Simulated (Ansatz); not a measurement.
## A computed series for Os: pressure series

Consider Os in the hcp (Mg type) structure (space group P6_3/mmc, No. 194).

```xyz
2
Lattice="2.7549 0.0000 0.0000 -1.3774 2.3858 0.0000 0.0000 0.0000 4.3443" Properties=species:S:1:pos:R:3 pbc="T T T"
Os     1.3774     0.7953     3.2582
Os     0.0000     1.5905     1.0861
```

Cell and atoms are relaxed at each pressure.

The values are results of PBE (Ansatz, a quantum-chemistry and plane-wave program; PAW; 420 eV plane waves; without spin-orbit coupling), not measurements.

```
pressure (GPa)  volume per atom (Å³/atom)
--------------  -------------------------
-2                                 14.350
-1                                 14.313
0                                  14.276
0.9                                     ?
2.1                                14.203
4.5                                14.120
9                                  13.972
15                                 13.789
30                                 13.382
```

Question: Fit the third-order Birch–Murnaghan form P(V) = (3B₀/2)[(V₀/V)^(7/3) − (V₀/V)^(5/3)]·[1 + (3/4)(B₀′ − 4)((V₀/V)^(2/3) − 1)] (squares taken in P) to the rows shown and predict the withheld row.

Answer: Least squares on the printed values gives V₀ = 14.277 Å³/atom, B₀ = 397 GPa, B₀′ = 4.8; this predicts 14.245 Å³/atom, and the run gives 14.245 Å³/atom, in agreement.

Load acts through the strain it causes; cell and atoms are relaxed under it. Whether these cells are dynamically stable was not tested. No other phases were tried under pressure. All final runs are without spin polarisation.
